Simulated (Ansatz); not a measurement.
The reference is KTaO₃ in the cubic perovskite structure (space group Pm-3m, No. 221; a = 4.0244 Å).

Levels (all Ansatz, a quantum-chemistry and plane-wave program, PAW): PBE (420 eV, without spin-orbit coupling); r2SCAN (500 eV, no SOC).

The geometry is relaxed with PBE.

PBE width of the top valence band: 1.07 eV
PBE pressure: 0.0 kbar
PBE band gap: 2.16 eV

### Question
Predict the width of the top valence band, pressure and band gap from r2SCAN.

### Answer
The width of the top valence band grows by 0.029 eV to 1.09 eV; the pressure goes from zero to -50.6 kbar; the band gap increases by 0.40 eV (2.16 eV → 2.56 eV).

Single points use the geometry relaxed with PBE. Their cutoffs differ, which shifts pressures a little. With Ta present, leaving out spin-orbit coupling can change the band edges. Stability against distortions was not tested.
